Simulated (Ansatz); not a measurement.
The decay constant κ of evanescent states in the gap governs leakage through a thin film.

Input:

```xyz
2
Lattice="2.9656 0.0000 0.0000 -1.4828 2.5683 0.0000 1.4828 0.8561 2.4214" Properties=species:S:1:pos:R:3 pbc="T T T"
Mg     0.0000     0.0000     0.0000
O      2.9656     1.7122     1.2107
```

The cell is taken as given; by PBEsol it stands under a pressure of 2.3 GPa.

Transport runs along the normal of the first two printed cell vectors, the (111) plane of the conventional cell.

No gap correction and no spin-orbit coupling; mid-gap is the computed energy nearest the middle.

Problem. Compute, with PBEsol (Ansatz, a program for electronic structure), the band gap and the smallest decay constant κ at mid-gap.

Solution. Gap 4.76 eV on a 14×14×14 mesh; κ = 0.320 1/Å, at the zone centre.
